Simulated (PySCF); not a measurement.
PySCF 2.14.0, WB97X/def2-svp, df: Al(Cl)(F)(NEtMe) (CC[N](C)[Al]([F])[Cl]), 15 atoms. The geometry is a generated start, not checked to be a minimum at this level.

- task = energy
- method = wb97x
- basis = def2-svp
- two-electron scheme = density fitting
- mol.max_memory = 3000 MB
- mf.max_cycle = 100
- mf.init_guess = minao (default)
- mf.DIIS = CDIIS (default)
- mf.diis_space = 8 (default)
- mf.conv_tol = 1e-09 (default)
- mf.grids.level = 3 (default)
- basis functions = 146
- grid points = 187048

```xyz
15

Al     1.7564    -0.9764     0.8706
Cl     3.4731     0.0770     0.6775
F      1.8007    -2.5385     1.4054
N      0.1308    -0.3175     0.5114
C     -1.0602    -1.1530     0.5257
C     -0.0881     1.0540     0.0900
C     -0.4021     1.1938    -1.3991
H     -1.3830    -1.4319    -0.4828
H     -1.8799    -0.6335     1.0274
H     -0.8379    -2.0666     1.0772
H     -0.9094     1.4859     0.6771
H      0.8227     1.6173     0.3129
H     -1.3498     0.7212    -1.6443
H     -0.4593     2.2455    -1.6664
H      0.3861     0.7227    -1.9827
```

One run each on 2 threads, 1 BLAS thread. Values of level_shift (Hartree) tried: 0 (default), 0.1, 0.3, 1.

How does the count of Fock builds change with level_shift (Hartree), and where is it least?

Fewest Fock builds, within one of each other: 0 (default) with 13, 0.1 with 14. The count rises to 29 at 1. All converge to one solution.

```json
[
 {"level_shift (Hartree)": "0 (default)", "Fock builds": "13", "end": "same solution"},
 {"level_shift (Hartree)": "0.1", "Fock builds": "14", "end": "same solution"},
 {"level_shift (Hartree)": "0.3", "Fock builds": "17", "end": "same solution"},
 {"level_shift (Hartree)": "1", "Fock builds": "29", "end": "same solution"}
]
```
